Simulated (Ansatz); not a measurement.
Base system: CdSe in the zinc blende structure (space group F-43m, No. 216; a = 6.133 Å).

The change: a hydrostatic pressure of 22.5 GPa.

Levels (all Ansatz, an electronic-structure program, PAW): r2SCAN (500 eV, no spin-orbit coupling); HSE06 (420 eV, without spin-orbit coupling).

The geometry is relaxed with r2SCAN.

| Quantity | Result |
|---|---|
| r2SCAN lowest conduction level above the VBM at special points | Γ 1.55 eV; X 2.99 eV; L 3.10 eV |

With HSE06 at the same geometry, the lowest conduction level above the VBM at special points changes from Γ 1.55 eV; X 2.99 eV; L 3.10 eV to Γ 2.03 eV; X 3.45 eV; L 3.62 eV.

Single points use the geometry relaxed with r2SCAN. Their cutoffs differ, which shifts pressures a little. The levels and masses belong to the bands next to the band gap. Load acts through the strain it causes; cell and atoms are relaxed under it. Whether these cells are dynamically stable was not tested. Tetrahedral semiconductors of this kind turn to denser phases somewhere between about 1 and 50 GPa; those were not computed, so compressed cells here can lie past the real transition.
